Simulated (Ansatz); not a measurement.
# What biaxial strain −0.87 %, plane normal [001], relaxed out of plane does to Nb3Ga

Take Nb3Ga in the A15 (Cr3Si type) structure (space group Pm-3n, No. 223; a = 5.120 Å) as the base. Axes: x, y, z lie along the cube axes.

Modification: biaxial strain −0.87 %, plane normal [001], relaxed out of plane (Cartesian); in-plane vectors clamped, the third vector and the atoms free.

Method: Ansatz (a quantum-chemistry and plane-wave program) PBEsol, no SOC. Settings: 9×9×9 k-points, 0.05 eV Fermi–Dirac smearing.

Volume per atom: 16.63 Å³ (base 16.78 Å³)
Space group: P4_2/mmc (No. 131) (base Pm-3n (No. 223))
Energy relative to the base (free energy F): +2.2 meV/atom
Pressure (mean of the normal stresses, compression positive): 1.6 GPa (base 0.0 GPa)
Band gap: zero (base zero)
Out-of-plane strain: +0.88 % (rough)
Mean in-plane stress (compression positive): +2.4 GPa (rough)

Final structure (turned so that z lies along the plane normal):

```yaml
crystal:
  lattice:
    - [5.07557, 0.00000, 0.00000]
    - [0.00000, 5.07557, 0.00000]
    - [0.00000, 0.00000, 5.16522]
  atoms:
    - { symbol: Nb, position: [0.24677, 0.00000, 0.50000] }
    - { symbol: Nb, position: [0.75323, 0.00000, 0.50000] }
    - { symbol: Nb, position: [0.50000, 0.74677, 0.00000] }
    - { symbol: Nb, position: [0.50000, 0.25323, 0.00000] }
    - { symbol: Nb, position: [0.00000, 0.50000, 0.75000] }
    - { symbol: Nb, position: [0.00000, 0.50000, 0.25000] }
    - { symbol: Ga, position: [0.00000, 0.00000, 0.00000] }
    - { symbol: Ga, position: [0.50000, 0.50000, 0.50000] }
```

Without a gap, meshes like the base's 9×9×9 leave anisotropic stresses uncertain by several tenths of a GPa, and small strain energies with them. Whether these cells are dynamically stable was not tested. The final runs are not spin-polarised.
